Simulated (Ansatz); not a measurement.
Data:

End structure of the (210) surface of fluorite-type CoSi2 in its 1x1 cell (cut with top plane Co, bottom plane 2 Si), outermost plane spacing 0.60 Å in the ideal cut:

```yaml
crystal:
  lattice:
    - [5.36000, 0.00000, 0.00000]
    - [-2.68000, 5.99266, 0.00000]
    - [0.00000, 0.00000, 26.50000]
  atoms:
    - { symbol: Si, position: [0.41172, 0.30226, 0.31171] }
    - { symbol: Si, position: [0.89056, 0.30227, 0.31170] }
    - { symbol: Co, position: [0.29852, 0.59702, 0.32955] }
    - { symbol: Si, position: [0.70478, 0.90490, 0.34987] }
    - { symbol: Si, position: [0.20013, 0.90488, 0.34988] }
    - { symbol: Co, position: [0.59951, 0.19902, 0.38071] }
    - { symbol: Si, position: [0.00481, 0.50343, 0.39746] }
    - { symbol: Si, position: [0.49863, 0.50344, 0.39747] }
    - { symbol: Co, position: [0.90051, 0.80101, 0.41925] }
    - { symbol: Si, position: [0.29517, 0.09710, 0.44501] }
    - { symbol: Si, position: [0.80193, 0.09708, 0.44501] }
    - { symbol: Co, position: [0.20148, 0.40298, 0.46548] }
    - { symbol: Si, position: [0.60223, 0.70195, 0.48812] }
    - { symbol: Si, position: [0.09973, 0.70197, 0.48813] }
    - { symbol: Co, position: [0.49918, 0.99838, 0.51347] }
    - { symbol: Si, position: [0.89989, 0.30362, 0.53349] }
    - { symbol: Si, position: [0.40373, 0.30364, 0.53349] }
    - { symbol: Co, position: [0.80224, 0.60447, 0.55601] }
    - { symbol: Si, position: [0.20168, 0.89462, 0.58115] }
    - { symbol: Si, position: [0.69294, 0.89464, 0.58116] }
    - { symbol: Co, position: [0.09901, 0.19799, 0.59949] }
    - { symbol: Si, position: [0.50075, 0.49968, 0.62464] }
    - { symbol: Si, position: [0.99894, 0.49969, 0.62465] }
    - { symbol: Co, position: [0.39811, 0.79618, 0.64949] }
    - { symbol: Si, position: [0.79879, 0.10002, 0.66677] }
    - { symbol: Si, position: [0.30120, 0.09999, 0.66678] }
    - { symbol: Co, position: [0.69383, 0.38776, 0.68830] }
```

Set-up: 27 atoms, Co9Si18, 10.2 Å thick at the start (thin: gaps and levels are the slab's own); mesh 8x7x1; 0.1 eV smearing; dipole correction on; all atoms relaxed; held to the part of the start's symmetry that mesh and held atoms allow; no spin (magnetic order not tried), no spin-orbit, no U.

Predict the surface energy (mean of two unlike faces) from PBE (Ansatz, a program for electronic structure).

2.02 J/m²

Give the work function of the top face at the level PBE.

4.36 eV
